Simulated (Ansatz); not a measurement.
Take SrO in the rock salt structure (space group Fm-3m, No. 225; a = 5.122 Å) as the base.

Now apply this change: Mg takes the place of Sr on all its sites; the structure is relaxed again.

Levels (all Ansatz, an electronic-structure program, PAW): PBEsol (420 eV, without spin-orbit coupling); HSE06+SOC (420 eV, noncollinear with spin-orbit coupling).

The geometry is relaxed with PBEsol.

| Property | Value |
|---|---|
| PBEsol valence-band top at Γ | 0.00, 0.00, 0.00 eV |
| PBEsol band gap | 4.62 eV |

Q: Predict the valence-band top at Γ and band gap from HSE06+SOC.

A: The valence-band top at Γ (three highest Kramers pairs, from the VBM) becomes 0.00, 0.00, -0.04 eV (PBEsol: 0.00, 0.00, 0.00 eV); the band gap rises by 1.83 eV (4.62 eV → 6.45 eV). The threefold valence maximum splits by Δso ≈ 42 meV.

Single points use the geometry relaxed with PBEsol. The spin-orbit shifts are approximate. Stability against distortions was not tested.
